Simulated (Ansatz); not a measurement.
## Work function of Nb(100) slab by several functionals

All runs by Ansatz (plane waves, PAW, no spin-orbit coupling): 9 layers on the in-plane lattice of PBE, ions relaxed at each level.

| level | work function (eV) | rough cost against PBE (one kind of shared host) |
|---|---|---|
| LDA | … | within a factor of 2 |
| PBE | … | 1 |
| PBEsol | 3.65 | within a factor of 2 |
| r2SCAN | 3.51 | within a factor of 2 |

Question: Some entries are withheld; supply them.

Answer: 
- LDA, work function (eV): 3.85
- PBE, work function (eV): 3.57

Question: Which level lies nearest to measurement, and on which side does PBE miss?

Answer: Measured (this face): 3.97 eV (measured; Richard Tran, Xiang-Guo Li, Joseph H. Montoya et al., Surface Science (2019), arXiv:1902.07811). Misses: LDA -0.12, PBE -0.40, PBEsol -0.32, r2SCAN -0.46 eV. Nearest is LDA, though measured values of one face scatter by 0.1 eV or more.

Ansatz is a program for electronic structure.
